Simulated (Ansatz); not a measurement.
**Carrier properties of KF (Fm-3m)**

Consider the following.

```yaml
crystal:
  lattice:
    - [0.00000, 2.65327, 2.65327]
    - [2.65327, 0.00000, 2.65327]
    - [2.65327, 2.65327, 0.00000]
  atoms:
    - { symbol: K, position: [0.00000, 0.00000, 0.00000] }
    - { symbol: F, position: [0.50000, 0.50000, 0.50000] }
```

These are PBEsol, rigid bands (plane waves, PAW, scalar-relativistic; Ansatz, a program for electronic structure) values and carry that method's errors. How the cell was made: cell and atoms relaxed with PBEsol.

| Quantity | Result |
|---|---|
| band gap | 6.15 eV |
| electron conductivity mass (300 K, dilute) | 0.55 mₑ |
| hole conductivity mass (300 K, dilute) | 5.0 mₑ |
| effective density of states N_c (300 K) | 1.0e19 cm⁻³ |
| effective density of states N_v (300 K) | 2.3e21 cm⁻³ |
| density-of-states mass, electrons | 0.55 mₑ |
| density-of-states mass, holes | 20 mₑ |
| Seebeck coefficient, n-type 1e19 cm⁻³, 300 K | -223 μV/K |
| best n-type power factor at 300 K for τ = 10 fs (best axis; densities from 1e16 to 1e21 cm⁻³ tried, whether or not they can be reached) | 3.1 μW/(cm·K²) at 3e19 cm⁻³ |
| Seebeck coefficient, p-type 1e19 cm⁻³, 300 K | 704 μV/K |

Rigid bands; masses and Seebeck coefficients take one relaxation time τ for all states and one kind of carrier; polarons and phonon drag are left out. Spin-orbit coupling is left out; where it splits the top of the valence band, N_v and the p-type Seebeck coefficient come out somewhat high without it.
